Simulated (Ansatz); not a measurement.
Base system: BeSe in the zinc blende structure (space group F-43m, No. 216; a = 5.129 Å). Axes: x, y, z lie along the cube axes.

Method: PBEsol (Ansatz, a first-principles code), no SOC.

Base values:

* **Shortest interatomic distance**: 222.1 pm
* **Band gap**: 2.47 eV
* **Pressure**: 0.00 GPa

Now apply this change: biaxial strain −1.00 %, plane normal [001], relaxed out of plane (Cartesian); in-plane vectors clamped, the third vector and the atoms free.

Problem. Estimate the effect on the shortest interatomic distance, band gap, ratio −ε⊥/ε∥ and pressure.

Solution. The shortest interatomic distance decreases by 0.9 pm to 221.2 pm; the band gap decreases by 0.103 eV (2.47 eV → 2.36 eV); the ratio −ε⊥/ε∥ amounts to 0.81; the pressure (mean of the normal stresses, compression positive) goes from zero to 0.98 GPa.

Whether these cells are dynamically stable was not tested.
